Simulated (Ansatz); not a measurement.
Results of LDA (PAW; Ansatz, an electronic-structure program) for CuI (Cmcm, No. 63, 4 atoms in the cell; start mp-1007922; a measured phase of this formula has another space group).

Settings: plane-wave cutoff 520 eV, 6×6×8 k mesh (along the axes of the cell as run), Fermi–Dirac smearing 0.01 eV, no spin polarisation, scalar-relativistic PAW data made under PBE.

Cell (relaxed at this level):

```yaml
crystal:
  lattice:
    - [3.33273, -3.46957, 0.00000]
    - [3.33273, 3.46957, 0.00000]
    - [0.00000, 0.00000, 4.25526]
  atoms:
    - { symbol: Cu, position: [0.41487, 0.58513, 0.75000] }
    - { symbol: Cu, position: [0.58513, 0.41487, 0.25000] }
    - { symbol: I, position: [0.78400, 0.21600, 0.75000] }
    - { symbol: I, position: [0.21600, 0.78400, 0.25000] }
```

Problem. What does this level give for the band gap?

Solution. 
* **band gap**: 0.82 eV

Spin–orbit coupling is not included; with these elements it can move the gap by several tenths of an eV or more.

Computed values are for the static lattice.

A start named mp-… is a Materials Project structure, which need not be a measured phase.
